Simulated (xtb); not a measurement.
xtb 6.7.1, GFN2-xTB: [CH2][SiH]1O[SiH](C)O[SiH](C)O[SiH](C)O1, charge 0, multiplicity 2, 27 atoms. The geometry is a generated start, not checked to be a minimum at this level.

- run flags: --grad
- method: GFN2-xTB
- --acc: 1 (default)
- --etemp (K): 300 (default)
- basis functions: 87
- valence electrons: 71

```xyz
27

C     -3.8284    -0.1745    -0.9144
Si    -2.3173    -0.1016     0.1518
O     -1.4276    -1.4322    -0.1106
Si    -0.0476    -2.2128    -0.4359
C      0.0699    -3.6857     0.7491
O      1.2609    -1.2802    -0.2239
Si     2.0306     0.0442     0.2999
C      3.6042     0.2344    -0.7332
O      1.1340     1.3810     0.1230
Si    -0.2011     2.1788    -0.3280
C     -0.3950     3.6470     0.8505
O     -1.5322     1.2616    -0.2373
H     -4.3499    -1.0938    -1.1128
H     -4.3370     0.7130    -1.2456
H     -2.5559    -0.0732     1.5979
H     -0.0547    -2.5368    -1.8602
H     -0.0069    -3.3687     1.7865
H      1.0164    -4.2033     0.6309
H     -0.7232    -4.4032     0.5652
H      2.2379    -0.0915     1.7400
H      4.1808     1.0911    -0.3980
H      3.3793     0.3804    -1.7864
H      4.2377    -0.6421    -0.6487
H     -0.0645     2.5103    -1.7439
H     -1.1723     4.3204     0.5051
H      0.5268     4.2157     0.9265
H     -0.6649     3.3217     1.8523
```

Charge 0 and multiplicity 2 are set for this test and not shown to be the ground state. GFN-xTB has no spin term: --uhf 1 sets the occupations alone.

One run each on 1 thread. Values of broydamp tried: 0.02, 0.05, 0.1, 0.2, 0.4 (default), 0.6, 0.8, 1.

Problem. Which value of broydamp needs the fewest SCC iterations, and what happens away from it?

Solution. Fewest SCC iterations, within one of each other: 0.4 (default) with 14, 0.6 with 13, 0.8 with 14. The count rises to 22 at 0.02. All converge to one solution.

```
broydamp       SCC iterations            end
-------------  --------------  -------------
0.02                       22  same solution
0.05                       20  same solution
0.1                        19  same solution
0.2                        17  same solution
0.4 (default)              14  same solution
0.6                        13  same solution
0.8                        14  same solution
1                          20  same solution
```
